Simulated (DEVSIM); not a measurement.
Structure: Mo/SiON/n-Ge capacitor, at 250 K.

```
layer (left to right)  material  thickness (nm)  Nd (cm⁻³)
---------------------  --------  --------------  ---------
1                          SiON            3.10          -
2                            Ge            3800     2.4e16
```

Metal gate on the left, work function 4.6 eV. Fixed charge at the semiconductor interface -9.2e11 cm⁻² (in units of +e); no interface traps.

This is a model device: material constants are rounded textbook-type values typed into the input, and sizes, dopings and lifetimes were drawn at random. Values at 300 K; Nc and Nv go as T^1.5, mobilities as T to minus their exponent, the gap by Varshni's rule with the affinity fixed.

| parameter | SiON | Ge |
|---|---|---|
| gap (eV) | 7 | 0.664 |
| affinity (eV) | 1.4 | 4 |
| permittivity | 5.5 | 16 |
| Nc (cm⁻³) | - | 1.04e19 |
| Nv (cm⁻³) | - | 6e18 |
| Varshni α (eV/K) | - | 0.000477 |
| Varshni β (K) | - | 235 |

DEVSIM, 1D Poisson equation in equilibrium, Boltzmann statistics, complete ionisation; no quantum confinement or tunnelling. Metal contacts follow the ideal Schottky-Mott rule: no Fermi-level pinning, no interface dipoles.

The substrate doping was swept, all else fixed.

```csv
substrate doping (cm^-3),flat-band voltage (V),minimum of the low-frequency capacitance (μF/cm²),threshold voltage (band bending 2φF) (V)
1.2e15,0.50,0.0251,0.18
2.4e15,0.52,0.0338,0.16
4.8e15,0.53,0.0444,0.14
1.2e16,0.55,0.0651,0.11
2.4e16,0.57,0.0863,0.08
4.8e16,0.58,0.116,0.04
```

From the first row to the last the flat-band voltage goes from 0.50 to 0.58. From the first row to the last the minimum of the low-frequency capacitance goes from 0.0251 to 0.116.
